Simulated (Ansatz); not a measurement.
Effect of pressure 7 GPa on GaP

The reference is GaP in the zinc blende structure (space group F-43m, No. 216; a = 5.4517 Å).

Modification: a hydrostatic pressure of 7 GPa.

Level of theory: DFT with r2SCAN, PAW potentials and a 500 eV plane-wave cutoff in Ansatz (an electronic-structure program), no spin-orbit coupling, earlier PAW set. Γ-centred 10×10×10 mesh, Fermi–Dirac width 0.05 eV.

The enthalpy H = E + PV relative to the base's energy is +0.85 eV/atom and the band gap falls by 0.13 eV (1.85 eV → 1.72 eV). The gap character remains indirect, Γ → Γ–X (87 % along) and the mean gap deformation potential ΔEg/Δln V amounts to +1.9 eV. The width of the top valence band rises by 0.356 eV, from 3.54 eV to 3.89 eV and the electron mass becomes 1.2 mₑ along k, 0.22 mₑ across (off the special points) (base: 1.1 mₑ along k, 0.23 mₑ across (off the special points)). The valley order (the lowest conduction-band minima on the path, energy above the VBM, named in the base's zone) becomes a point along ⟨100⟩, about 1.0 Å⁻¹ from Γ 1.72 eV; L along ⟨111⟩ 2.27 eV; Γ 2.98 eV (base: a point along ⟨100⟩, about 1.0 Å⁻¹ from Γ 1.85 eV; L along ⟨111⟩ 2.04 eV; Γ 2.36 eV).

Load acts through the strain it causes; cell and atoms are relaxed under it. Effective masses come from finite differences of ±0.01 Å⁻¹. Along k means along the line from Γ to the band edge. No phonon test of stability was made. Tetrahedral semiconductors of this kind turn to denser phases somewhere between about 1 and 50 GPa; those were not computed, so compressed cells here can lie past the real transition.
